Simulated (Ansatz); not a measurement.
Consider Ce in the fcc (Cu type) structure (space group Fm-3m, No. 225; a = 4.664 Å). Axes: x, y, z lie along the cube axes.

All numbers come from DFT with r2SCAN, PAW potentials and a 500 eV plane-wave cutoff in Ansatz (a program for electronic structure), without spin-orbit coupling.

Now apply this change: a free-standing slab of 4 layers (4 atoms, 1 a layer) is cut normal to [111], with 15 Å of vacuum and the in-plane cell held at bulk.

Question: Predict the new change of the spacing d12 from its bulk value of 2.693 Å, excess energy per area of both faces and change of the spacing d23 from its bulk value of 2.693 Å.

Answer: The change of the spacing d12 from its bulk value of 2.693 Å amounts to +0.7 %; the excess energy per area of both faces (slab less bulk energy over the cell's area: twice a surface energy) amounts to 2.4 J/m² (uncertain by up to 0.07 J/m²); the change of the spacing d23 from its bulk value of 2.693 Å amounts to -1.6 %.

Open 4f shells without U are poorly described, and the f state was not checked. The excess energy carries the mismatch between the slab's and the bulk's meshes. No phonon test of stability was made. Starting moments died away, wholly or in part, for the base; another magnetic solution may exist. The final runs are not spin-polarised.
